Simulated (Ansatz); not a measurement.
**Hypothetical CdI2 type HfO2 under a change: 3 layers**

Consider HfO2 in the CdI2 type structure (space group P-3m1, No. 164; a = 3.208 Å, c = 4.515 Å; a hypothetical phase, not in the database extracts checked; layered, stacked along the Cartesian z axis).

It is then changed as follows: a free-standing slab of 3 layers (9 atoms, 3 a layer) is cut normal to the stacking axis, with 15 Å of vacuum and the in-plane cell relaxed.

Computed with Ansatz (a quantum-chemistry and plane-wave program), PBEsol-D3(BJ), PAW, cutoff 420 eV, spin-orbit coupling left out. k-mesh 12×12×1 (Γ-centred); smearing 0.05 eV (Fermi–Dirac), for the changed cell.

```json
[
 {"quantity": "layer's space group (with vacuum)", "base": "–", "changed": "P-3m1 (No. 164)", "shift": "–"},
 {"quantity": "band gap", "base": "4.40 eV", "changed": "4.57 eV", "shift": "+0.165 eV"},
 {"quantity": "gap character", "base": "–", "changed": "indirect, K–Γ (67 % along) → M", "shift": "–"},
 {"quantity": "smallest direct gap", "base": "4.85 eV", "changed": "4.80 eV", "shift": "-0.058 eV"},
 {"quantity": "excess energy per area of both faces (slab less bulk energy over the cell's area: twice a surface energy)", "base": "–", "changed": "0.53 J/m²", "shift": "–"},
 {"quantity": "thickness between the outermost nuclei", "base": "–", "changed": "11.05 Å", "shift": "–"},
 {"quantity": "in-plane lattice parameter a", "base": "3.208 Å", "changed": "3.209 Å", "shift": "+0.0004 Å"}
]
```

Cost of the whole job for the changed cell (relaxation, final SCF and bands): roughly 80 core-seconds.

The excess energy carries the mismatch between the slab's and the bulk's meshes. With Hf present, leaving out spin-orbit coupling can change the band edges. Stability against distortions was not tested.
